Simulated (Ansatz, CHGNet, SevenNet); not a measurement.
## Bi2Te3 (model structure, started from the A-La2O3 type, P-3m1, No. 164, 5 atoms in the cell): properties by level of theory

```tsv
level (code)	equilibrium lattice constant a (Å)	c axis length (Å)
CHGNet 0.3.0	4.432	12.192
CHGNet-r²SCAN	4.376	[?]
SevenNet-l3i5	4.425	12.538
LDA (Ansatz)	4.317	10.389
PBEsol (Ansatz)	[?]	10.553
r²SCAN (Ansatz)	4.409	[?]
```

Problem. Complete the blanks.

Solution. 
- CHGNet-r²SCAN, c axis length (Å): 11.577
- PBEsol (Ansatz, a quantum-chemistry and plane-wave program), equilibrium lattice constant a (Å): 4.351
- r²SCAN (Ansatz), c axis length (Å): 11.007

Caveats: the cell has another shape than the first-principles one, perhaps another minimum in the same group (CHGNet 0.3.0, SevenNet-l3i5). Ansatz's density-functional and Hartree–Fock values are scalar-relativistic unless marked +SOC, with PAW data made under PBE.

Static lattice: no zero-point or thermal effects.

A model structure was made by putting elements into a prototype or built by hand; it is no filed structure, need not be a known phase, and can be a saddle point held by its symmetry.
